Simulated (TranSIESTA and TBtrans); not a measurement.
Junction: naphthalene-1,5-diyl held by thiolate S between the apex atoms of two Al(100) rods. Leads: fcc Al rod along [100], layers of 5 and 4 atoms, a = 4.04 Å. Geometry: as built, not relaxed. Transport runs along z; the first 18 and the last 18 of the 87 atoms are the lead cells, repeated to infinity.

```xyz
87
Lattice="14.681 0.000 0.000 0.000 14.681 0.000 0.000 0.000 40.772" Properties=species:S:1:pos:R:3 pbc="F F T"
Al     7.341     7.341     0.000
Al    10.197     7.341     0.000
Al     7.341    10.197     0.000
Al     4.484     7.341     0.000
Al     7.341     4.484     0.000
Al     8.769     8.769     2.020
Al     5.912     8.769     2.020
Al     8.769     5.912     2.020
Al     5.912     5.912     2.020
Al     7.341     7.341     4.040
Al    10.197     7.341     4.040
Al     7.341    10.197     4.040
Al     4.484     7.341     4.040
Al     7.341     4.484     4.040
Al     8.769     8.769     6.060
Al     5.912     8.769     6.060
Al     8.769     5.912     6.060
Al     5.912     5.912     6.060
Al     7.341     7.341     8.080
Al    10.197     7.341     8.080
Al     7.341    10.197     8.080
Al     4.484     7.341     8.080
Al     7.341     4.484     8.080
Al     8.769     8.769    10.100
Al     5.912     8.769    10.100
Al     8.769     5.912    10.100
Al     5.912     5.912    10.100
Al     7.341     7.341    12.120
Al    10.197     7.341    12.120
Al     7.341    10.197    12.120
Al     4.484     7.341    12.120
Al     7.341     4.484    12.120
Al     8.769     8.769    14.140
Al     5.912     8.769    14.140
Al     8.769     5.912    14.140
Al     5.912     5.912    14.140
Al     7.341     7.341    16.160
S      9.124     6.721    17.474
C      8.064     6.454    18.904
C      7.529     5.175    19.085
C      6.702     4.900    20.171
C      6.396     5.900    21.093
C      6.917     7.200    20.942
C      6.617     8.228    21.869
S      5.558     7.961    23.298
C      7.152     9.507    21.687
C      7.979     9.781    20.601
C      8.286     8.782    19.679
C      7.764     7.482    19.831
H      7.755     4.385    18.379
H      6.295     3.906    20.299
H      5.750     5.642    21.921
H      6.926    10.296    22.393
H      8.387    10.776    20.473
H      8.932     9.040    18.851
Al     7.341     7.341    24.612
Al     8.769     8.769    26.632
Al     5.912     8.769    26.632
Al     8.769     5.912    26.632
Al     5.912     5.912    26.632
Al     7.341     7.341    28.652
Al    10.197     7.341    28.652
Al     7.341    10.197    28.652
Al     4.484     7.341    28.652
Al     7.341     4.484    28.652
Al     8.769     8.769    30.672
Al     5.912     8.769    30.672
Al     8.769     5.912    30.672
Al     5.912     5.912    30.672
Al     7.341     7.341    32.692
Al    10.197     7.341    32.692
Al     7.341    10.197    32.692
Al     4.484     7.341    32.692
Al     7.341     4.484    32.692
Al     8.769     8.769    34.712
Al     5.912     8.769    34.712
Al     8.769     5.912    34.712
Al     5.912     5.912    34.712
Al     7.341     7.341    36.732
Al    10.197     7.341    36.732
Al     7.341    10.197    36.732
Al     4.484     7.341    36.732
Al     7.341     4.484    36.732
Al     8.769     8.769    38.752
Al     5.912     8.769    38.752
Al     8.769     5.912    38.752
Al     5.912     5.912    38.752
```

Run with TranSIESTA and TBtrans (open boundaries, self-consistent; PseudoDojo norm-conserving potentials, scalar-relativistic): PAO.BasisSize SZP, PAO.EnergyShift 0.15 eV, XC.Authors PBE, Mesh.Cutoff 150 Ry, ElectronicTemperature 300 K, TS.Voltage 0.0 eV, TBT.Elecs.Eta 0.001 eV, no spin polarisation.

Energies count from the leads' Fermi level. Transmissions are for one spin of a degenerate pair. The energy step is 0.02 eV; narrower resonances are cut or missed.

| E (eV) | T |
|---|---|
| -0.20 | 0.00522 |
| -0.16 | 0.00440 |
| -0.12 | 0.00359 |
| -0.08 | 0.00310 |
| -0.04 | 0.00337 |
| 0.00 | 0.00508 |
| 0.04 | 0.0116 |
| 0.08 | 0.0137 |
| 0.12 | 0.0150 |
| 0.16 | 0.0164 |
| 0.20 | 0.0180 |

Question: Give the zero-bias conductance in μS and the resistance at 300 K.

Answer: At the Fermi level T = 0.00508. Averaged with −∂f/∂E over the full grid (kT = 25.9 meV) it is 0.00659, well away from the value at one energy, as T changes fast within a few kT. With G0 = 2e²/h = 77.48 μS, G = 0.511 μS and R = 1/G = 1960 kΩ.

Question: Estimate the thermopower by Mott's formula S = −(π²/3)(kB²T/e) d ln T/dE from the rows at -0.04 and 0.04 eV.

Answer: d ln T/dE = 15.5 eV⁻¹ and (π²/3) kB²T/e = 7.33 μV/K · eV, so S = -110 μV/K; the full integral gives -76 μV/K, far from the estimate, as ln T isn't straight over a few kT. A negative sign means that T rises with energy over the thermal window.

The leads' channel count changes near 0.03 eV, within the thermal window, so values at the Fermi level hang on where that band edge falls. Semilocal functionals put molecular levels too close to the Fermi level and tend to overestimate such conductances.
